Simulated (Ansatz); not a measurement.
Ansatz (a program for electronic structure), DFT, HSE06, plane waves, its default PAW files: diamond-structure Si, 2 atoms. Basis and mesh were picked for this test and aren't claimed converged.

- cell = 3.84, 3.84, 3.84 Å; 60, 60, 60°
- task = single point
- k mesh = 8×8×8
- hamiltonian.xc = hse06
- kind of files = paw
- scf.occupations.method = fixed
- output.forces = true
- memory maximum (--max-ram) = 200GiB
- accuracy = medium (default)
- basis.precision = auto (default)
- basis.xc_grid = 2 (default)
- scf.eigensolver.kind = auto (default)
- scf.mixing.algorithm = auto (default)
- scf.mixing.preconditioner = auto (default)
- scf.convergence.dr2_threshold = 1e-07 (default)
- scf.lower_state_search = light (default)
- k-points after symmetry = 29
- bands at the start = 8
- electrons = 8
- plane waves at Γ = 749
- cutoff (eV) = 420
- FFT grid = 27×27×27
- symmetry operations = 48

Hardware: AMD EPYC (Zen 5), 96 cores on 1 socket, no SMT, 12 L3 cache groups; 94 cores' worth of CPU time may be used.

Times are wall-clock medians of two to five runs, from launch to exit, with nothing else on the machine. Processes are pinned to neighbouring cores unless said otherwise. The times hold for this build (release build for x86-64 with AVX-512, one process with threads). Scratch files lie in a memory file system.

Started as
```bash
OMP_NUM_THREADS=88 ANSATZ_TIMINGS=1 ansatz run --backend cpu --threads 88 --max-ram 200GiB --events-out run.ndjson --runs-dir run.runs --progress --plain run.yaml
```
(88 threads, scf.exx.build = auto (default), scf.exx.ecutfock_ratio = not set) it takes 1.3 s and 10 SCF iterations (all cycles of the run, searches included).

Question: Predict the time once the run is changed to scf.exx.build = pair_densities, scf.exx.ecutfock_ratio = 4.

Answer: About 16 s (2 runs within 1 %): 13× as long. Applications of H to a band go from 13216 to 13217. Change in the result: energy under 0.001 meV/atom.

Keys are those of Ansatz 0.2.
